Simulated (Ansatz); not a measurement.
Electronic density of states of amorphous In18Ga18Zn18O70, density 5.91 g/cm³, on a 2×2×2 Γ-centred mesh with a Gaussian width of 0.1 eV; energies count from the Fermi level. Cell and mesh are small, so fine structure isn't converged. Level of theory: PBE, scalar-relativistic without spin-orbit coupling (plane waves to 420 eV, PAW; Ansatz, an electronic-structure program). Sampling: a 2×2×2 Γ-centred mesh; Fermi-Dirac width 0.02 eV; no spin polarisation. The usual formal charges leave 4 electrons over, so the level spacing at the Fermi energy parts defect or band states and needn't be the band gap. The spare electrons fill defect levels or the bottom of the conduction band, and the levels at the Fermi energy are partly filled.

The cell was made by melting and quenching with the CHGNet potential and then relaxed with DFT. O atoms were pushed apart under 1.9 Å during the dynamics, to hinder bonds among them. The hot cell started wider than the set density and was brought back towards it in steps. It is the lowest in DFT energy of 4 quenches. It is a model cell: composition and starting density were chosen by hand, and all elements were melted together. No dispersion term was used. Its density started from a set value of 5.91 and ended at 5.91 g/cm³. Cooling (nominally 84 K/ps over its main leg) ran many orders faster than in experiment, which tends to leave more defects and strain. One small periodic cell is one sample of the glass; other quenches scatter about these values. The volume was held where the preparation left it and the shape relaxed, at a PBE pressure of 1.4 GPa. Stress components on the final sampling reach 1.4 GPa. On a 2×2×2 Γ-centred mesh force components of up to 0.15 eV/Å stay, since the relaxation ran on the zone centre alone.

(E - EF (eV), states/(eV atom)): (-12.00, 0.00); (-11.90, 0.00); (-11.80, 0.00); (-11.70, 0.00); (-11.60, 0.00); (-11.50, 0.00); (-11.40, 0.00); (-11.30, 0.00); (-11.20, 0.00); (-11.10, 0.00); (-11.00, 0.00); (-10.90, 0.00); (-10.80, 0.00); (-10.70, 0.00); (-10.60, 0.00); (-10.50, 0.00); (-10.40, 0.00); (-10.30, 0.00); (-10.20, 0.00); (-10.10, 0.00); (-10.00, 0.00); (-9.90, 0.00); (-9.80, 0.00); (-9.70, 0.00); (-9.60, 0.00); (-9.50, 0.00); (-9.40, 0.00); (-9.30, 0.00); (-9.20, 0.00); (-9.10, 0.00); (-9.00, 0.00); (-8.90, 0.00); (-8.80, 0.05); (-8.70, 0.16); (-8.60, 0.23); (-8.50, 0.27); (-8.40, 0.31); (-8.30, 0.29); (-8.20, 0.27); (-8.10, 0.29); (-8.00, 0.37); (-7.90, 0.43); (-7.80, 0.47); (-7.70, 0.51); (-7.60, 0.57); (-7.50, 0.62); (-7.40, 0.72); (-7.30, 0.87); (-7.20, 1.00); (-7.10, 1.14); (-7.00, 1.23); (-6.90, 1.31); (-6.80, 1.27); (-6.70, 1.22); (-6.60, 1.23); (-6.50, 1.20); (-6.40, 1.13); (-6.30, 1.05); (-6.20, 0.97); (-6.10, 0.85); (-6.00, 0.74); (-5.90, 0.69); (-5.80, 0.66); (-5.70, 0.65); (-5.60, 0.65); (-5.50, 0.64); (-5.40, 0.59); (-5.30, 0.62); (-5.20, 0.64); (-5.10, 0.61); (-5.00, 0.60); (-4.90, 0.62); (-4.80, 0.65); (-4.70, 0.68); (-4.60, 0.68); (-4.50, 0.69); (-4.40, 0.70); (-4.30, 0.68); (-4.20, 0.72); (-4.10, 0.76); (-4.00, 0.74); (-3.90, 0.72); (-3.80, 0.73); (-3.70, 0.76); (-3.60, 0.79); (-3.50, 0.80); (-3.40, 0.83); (-3.30, 0.87); (-3.20, 0.90); (-3.10, 0.90); (-3.00, 0.90); (-2.90, 0.88); (-2.80, 0.91); (-2.70, 0.88); (-2.60, 0.73); (-2.50, 0.65); (-2.40, 0.59); (-2.30, 0.45); (-2.20, 0.31); (-2.10, 0.18); (-2.00, 0.13); (-1.90, 0.17); (-1.80, 0.17); (-1.70, 0.07); (-1.60, 0.01); (-1.50, 0.02); (-1.40, 0.06); (-1.30, 0.05); (-1.20, 0.01); (-1.10, 0.00); (-1.00, 0.00); (-0.90, 0.00); (-0.80, 0.01); (-0.70, 0.01); (-0.60, 0.01); (-0.50, 0.03); (-0.40, 0.02); (-0.30, 0.00); (-0.20, 0.01); (-0.10, 0.04); (0.00, 0.06); (0.10, 0.05); (0.20, 0.05); (0.30, 0.04); (0.40, 0.03); (0.50, 0.03); (0.60, 0.05); (0.70, 0.08); (0.80, 0.07); (0.90, 0.05); (1.00, 0.07); (1.10, 0.08); (1.20, 0.09); (1.30, 0.10); (1.40, 0.11); (1.50, 0.14); (1.60, 0.13); (1.70, 0.11); (1.80, 0.12); (1.90, 0.13); (2.00, 0.16); (2.10, 0.16); (2.20, 0.18); (2.30, 0.18); (2.40, 0.20); (2.50, 0.22); (2.60, 0.23); (2.70, 0.22); (2.80, 0.24); (2.90, 0.25); (3.00, 0.26); (3.10, 0.26); (3.20, 0.27); (3.30, 0.29); (3.40, 0.31); (3.50, 0.31); (3.60, 0.30); (3.70, 0.31); (3.80, 0.35); (3.90, 0.34); (4.00, 0.32); (4.10, 0.31); (4.20, 0.28); (4.30, 0.27); (4.40, 0.29); (4.50, 0.32); (4.60, 0.29); (4.70, 0.29); (4.80, 0.30); (4.90, 0.31); (5.00, 0.30); (5.10, 0.30); (5.20, 0.33); (5.30, 0.33); (5.40, 0.33); (5.50, 0.34); (5.60, 0.33); (5.70, 0.32); (5.80, 0.31)
